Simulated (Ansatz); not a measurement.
## A computed series for MoS2: thickness series

Start from MoS2 in the 2H-MoS2 type structure (space group P6_3/mmc, No. 194; a = 3.109 Å, c = 11.709 Å; layered, stacked along the Cartesian z axis).

Free-standing slabs (3 atom(s) a layer) normal to the stacking axis with 15 Å of vacuum; in-plane cell relaxed.

All numbers come from PBEsol-D3(BJ) (Ansatz, a quantum-chemistry and plane-wave program, PAW, scalar-relativistic without spin-orbit coupling).

Before the change:

| Quantity | Value |
|---|---|
| Band gap | 0.52 eV |

### Question
The aim is a band gap between 1.84 eV and 1.95 eV. Which of these changes reaches it?
A. 2 layers
B. 3 layers
C. 1 layer

### Answer
C, 1 layer. It gives 1.90 eV; 2 layers gives 1.02 eV; 3 layers gives 0.79 eV. Changes not listed may reach it too

Whether these cells are dynamically stable was not tested.
